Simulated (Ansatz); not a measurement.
Consider BaS in the rock salt structure (space group Fm-3m, No. 225).

```
CELL_PARAMETERS angstrom
      0.00000     3.21440     3.21440
      3.21440     0.00000     3.21440
      3.21440     3.21440     0.00000
ATOMIC_POSITIONS crystal
  Ba 0.00000 0.00000 0.00000
  S  0.50000 0.50000 0.50000
```

Method: plane-wave PAW DFT at the PBE level (Ansatz, a quantum-chemistry and plane-wave program, 420 eV), without spin-orbit coupling.

Strains are applied to the cell and any free atomic positions relax.

One change was made to it. Results:

The smallest direct gap drops by 0.13 eV, from 2.35 eV to 2.22 eV; the gap character is still indirect, Γ → X; the pressure increases by 2.894 GPa (-0.01 GPa → 2.89 GPa); the electron mass goes from 1.3 mₑ along k, 0.34 mₑ across (at X) to 1.3 mₑ along k, 0.32 mₑ across (at X).

### Question
What was done to the base?
A. isotropic strain −2.00 %
B. isotropic strain +2.50 %
C. isotropic strain −2.50 %

### Answer
A, isotropic strain −2.00 %. For comparison, the pressure in the other runs: isotropic strain +2.50 % gives -2.63 GPa; isotropic strain −2.50 % gives 3.75 GPa.

Masses are band curvatures over ±0.01 Å⁻¹ around the edge. Along k means along the line from Γ to the band edge. Whether these cells are dynamically stable was not tested.
